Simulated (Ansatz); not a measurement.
Take BeTe in the zinc blende structure (space group F-43m, No. 216; a = 5.554 Å) as the base. Axes: x, y, z lie along the cube axes.

Calculations: LDA in Ansatz (plane waves to 420 eV, PAW, no spin-orbit coupling).

Strains are applied to the cell and any free atomic positions relax.

One change was made to it. Results:

```json
[
 {"quantity": "energy relative to the base (free energy F)", "base": "0 meV/atom", "after": "+6.2 meV/atom"},
 {"quantity": "valence-band top at Γ (three highest levels, from the VBM)", "base": "0.00, 0.00, 0.00 eV", "after": "0.00, 0.00, -0.17 eV"},
 {"quantity": "band gap", "base": "1.79 eV", "after": "1.74 eV"}
]
```

**Question.** What was done to the base?
(A) uniaxial strain ε_zz = +2.00 %
(B) uniaxial strain ε_zz = −1.50 %
(C) uniaxial strain ε_zz = −2.00 %
(D) uniaxial strain ε_zz = +3.00 %

**Answer.** D, uniaxial strain ε_zz = +3.00 %. For comparison, the energy relative to the base in the other runs: uniaxial strain ε_zz = −1.50 % gives +1.6 meV/atom; uniaxial strain ε_zz = −2.00 % gives +2.9 meV/atom; uniaxial strain ε_zz = +2.00 % gives +2.8 meV/atom.

With Te present, leaving out spin-orbit coupling can change the band edges. No phonon test of stability was made.

Ansatz is a program for electronic structure.
